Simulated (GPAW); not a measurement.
Input and output of a self-consistent single point for ZrN (P6_3/mmc, 4 atoms in the cell) (GPAW).

Computed with LDA (Perdew-Wang 92)+U, GPAW PAW datasets LDA (gpaw-data 1.0.1) (plane waves; GPAW).

```xyz
4
Lattice="3.2166 0.0000 0.0000 -1.6083 2.7857 0.0000 0.0000 0.0000 5.7094" Properties=species:S:1:pos:R:3 pbc="T T T"
Zr     0.0000     0.0000     0.0000
Zr     0.0000     0.0000     2.8547
N      1.6083     0.9286     4.2820
N      0.0000     1.8571     1.4273
```

Reference input (self-consistent single point, DFT LDA (Perdew-Wang 92), plane waves, GPAW PAW datasets LDA (gpaw-data 1.0.1)): mode = pw; ecut = 950 eV; xc = LDA; kpts = 10 10 5; mesh shift (steps) = 0 0 0; occupations.name = fermi-dirac; occupations.width = 0.1 eV; nbands = -8; convergence.density = 1e-05 e/electron; convergence.energy = 1e-05 eV/electron; symmetry.symmorphic = false; symmetry.tolerance = 0.0005. This run's input differs from it in these lines:

```diff
@@ -16,2 +16,3 @@
             xc='LDA',
+            setups={'Zr': ':d,4.0'},
             kpts={'size': (10, 10, 5), 'gamma': True},
```

The program printed (abridged):

```
     iter     time        total  log10-change:
                         energy   eigst   dens
iter:   1 --:--:--   -39.413736
iter:   2 --:--:--   -38.044057   -0.56  -0.90
iter:   3 --:--:--   -34.815264   -0.06  -0.96
iter:   4 --:--:--   -34.906405   -1.13  -1.32
iter:   5 --:--:--   -35.008834   -1.29  -1.38
   [... 5 lines left out ...]
iter:  11 --:--:--   -34.908760   -3.27  -2.77
iter:  12 --:--:--   -34.905289   -3.42  -2.64
iter:  13 --:--:--   -34.904485   -3.75  -3.03
iter:  14 --:--:--   -34.904480   -4.22  -3.40
iter:  15 --:--:--   -34.904559c  -4.96  -3.62
iter:  16 --:--:--   -34.904524c  -5.48  -3.54
   [... lines left out ...]
iter:  22 --:--:--   -34.904497c  -6.57  -4.10
iter:  23 --:--:--   -34.904507c  -6.68  -4.24
iter:  24 --:--:--   -34.904509c  -7.64c -4.43
iter:  25 --:--:--   -34.904507c  -7.31  -4.59
iter:  26 --:--:--   -34.904508c  -7.81c -4.76
iter:  27 --:--:--   -34.904509c  -8.61c -4.78
iter:  28 --:--:--   -34.904509c  -8.95c -4.81
iter:  29 --:--:--   -34.904509c  -9.08c -4.83
iter:  30 --:--:--   -34.904510c  -7.81c -4.91
iter:  31 --:--:--   -34.904510c  -8.76c -4.90
iter:  32 --:--:--   -34.904510c  -9.04c -4.94
iter:  33 --:--:--   -34.904511c  -8.89c -4.97
iter:  34 --:--:--   -34.904512c  -8.80c -5.00c
Converged after 34 iterations.

Dipole moment: (0.000000, 0.000000, -0.000000) |e|*Ang

Energy contributions relative to reference atoms: (reference = -198514.874278)

Kinetic:        +14.852126
Potential:      -19.894520
External:        +0.000000
XC:             -30.773739
Entropy (-ST):   -0.035494
Local:           +0.929367
SIC:             +0.000000
--------------------------
Free energy:    -34.922259
Extrapolated:   -34.904512

Showing only first 2 kpts
 Kpt  Band  Eigenvalues  Occupancy
  0    15      9.83601    2.00000
  0    16      9.83601    2.00000
  0    17     13.30135    0.00005
  0    18     13.30136    0.00005

  1    15      9.45477    2.00000
  1    16     10.18329    2.00000
  1    17     13.57749    0.00000
  1    18     13.57750    0.00000

Fermi level: 12.24785

No gap
No difference between direct/indirect transitions
Energy (eV): -34.904512

Forces in eV/Ang:
  0 Zr   -0.00000    0.00000    0.00000
  1 Zr   -0.00000    0.00000    0.00000
  2 N     0.00000    0.00000   -0.00000
  3 N     0.00000    0.00000   -0.00000

Stress tensor:
     0.024495     0.000000     0.000000
     0.000000     0.024495     0.000000
     0.000000     0.000000     0.057658
Stress (GPa, Voigt): [3.9245 3.9245 9.2378 0.     0.     0.    ]
```

The run converged in 34 iterations. GPAW prints stress with tension positive. 

At such cutoffs GPAW's stress carries a finite-basis (Pulay) error, which enters relaxed cells too; its log prints stress with tension positive.

The starting cell comes from a database of computed structures (which also holds hypothetical and non-ambient phases and stackings), without a prior relaxation at this level. Spin polarisation is off. The U value is a test value, and with U on an open shell several self-consistent states can exist.

Cost on one core of a shared machine: roughly 2 min.
